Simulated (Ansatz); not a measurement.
## A computed series for Mg2Sn: response to strain

The parent structure is Mg$_{2}$Sn (space group Fm-3m, No. 225; a = 6.6638 Å; relaxed with 0.1 eV smearing). Axes: x, y, z lie along the cube axes.

Strains are applied to the cell and any free atomic positions relax; under biaxial strain the out-of-plane vector relaxes too.

Calculations: Ansatz (a quantum-chemistry and plane-wave program), LDA, PAW, cutoff 420 eV, scalar-relativistic without spin-orbit coupling.

```csv
"biaxial strain, plane normal [111], relaxed out of plane (%)",out-of-plane strain (%)
0,0.00
0.42,-0.23
0.83,-0.45
1.25,-0.65
1.67,?
2.08,-1.07
2.5,-1.28
```

Task: Fit ε⊥ = −νε + γε² (strains in %) to the rows shown and predict the withheld row.

Result: Least squares on the printed values gives ν = 0.54 (the biaxial Poisson response) and γ = 0.013 (largest residual 0.01 %); this predicts -0.87 %, and the run gives -0.86 %, in agreement.

No phonon test of stability was made.
